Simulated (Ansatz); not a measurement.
Consider interstitial H in rutile SnO2, charge state +1. Computed with PBE, PAW (plane waves to 420 eV; Ansatz, an electronic-structure program).

Cell of 72 host sites held at the relaxed PBE lattice; one k-point at (0.250, 0.250, 0.250); Fermi-Dirac width 0.01 eV, spin-restricted; finite-size errors left in. Energies are static. The charge state is imposed; whether it is stable for some Fermi level was not computed. Sites that were not tried may lie lower.

Barriers: single points on a 2×2×2 k-point mesh shifted by half a step at the bands' geometries.

The step: one H atom jumps by itself. Atoms about the jump, Cartesian Å from the middle of the jump, before and after:

```
atom     x0     y0     z0     x1     y1     z1
----  -----  -----  -----  -----  -----  -----
H1     0.16  -0.32  -0.81  -0.16   0.32   0.81
O2    -0.46  -1.10  -0.81  -0.63  -1.34  -0.79
O3    -1.20   1.11   0.79  -0.94   0.94   0.81
Sn4   -2.24   0.24  -0.81  -2.15   0.09  -0.87
O5     1.82  -0.79   0.79   1.68  -0.69   0.81
Sn6    0.39  -2.31   0.87   0.33  -2.32   0.81
O7     1.17   1.52  -0.81   1.27   1.68  -0.79
O8    -0.59  -1.31   2.41  -0.63  -1.34   2.41
O9    -1.20   1.11  -2.41  -1.15   1.07  -2.41
O10   -3.01  -0.80   0.80  -3.03  -0.74   0.81
Sn11   0.31   2.57   0.81   0.40   2.72   0.81
Sn12  -2.09   0.16   2.42  -2.15   0.09   2.49
Sn13   2.80   0.17  -0.81   2.73   0.17  -0.81
Sn14   0.39  -2.31  -2.49   0.33  -2.25  -2.43
O15    1.23   1.62   2.42   1.27   1.68   2.41
O16    1.82  -0.79  -2.41   1.78  -0.75  -2.42
O17    1.22  -3.19  -0.81   1.28  -3.17  -0.82
```

Q: Predict the transition state.

A: 
```tsv
atom	x	y	z
H1	-0.37	-0.08	0.07
O2	-0.51	-1.09	-0.64
O3	-0.96	0.88	0.69
Sn4	-2.30	0.17	-0.88
O5	1.81	-0.78	0.83
Sn6	0.38	-2.32	0.88
O7	1.29	1.65	-0.81
O8	-0.60	-1.35	2.45
O9	-1.19	1.08	-2.41
O10	-3.05	-0.75	0.80
Sn11	0.37	2.60	0.81
Sn12	-2.08	0.12	2.43
Sn13	2.77	0.17	-0.80
Sn14	0.35	-2.22	-2.41
O15	1.27	1.65	2.43
O16	1.82	-0.76	-2.41
O17	1.24	-3.17	-0.79
```
It lies 0.68 eV above the start and 0.68 eV above the end. The saddle point's order was not checked.
